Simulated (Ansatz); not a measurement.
Start from Si in the diamond structure (space group Fd-3m, No. 227; a = 5.4443 Å). Axes: x, y, z lie along the cube axes.

Method: r2SCAN (Ansatz, an electronic-structure program; PAW; 500 eV plane waves; no spin-orbit coupling).

For the base:

```
Quantity    Value
--------  -------
Band gap  0.78 eV
```

One thing is altered: compressive biaxial strain of 3.00 % in the plane normal to [001], as in epitaxy on a mismatched substrate; the out-of-plane cell vector and the atoms relax.

Problem. How does this affect the ratio −ε⊥/ε∥?

Solution. The ratio −ε⊥/ε∥ amounts to 0.73.

Problem. Estimate the effect on the band gap.

Solution. The band gap decreases by 0.374 eV to 0.40 eV.

No phonon test of stability was made.
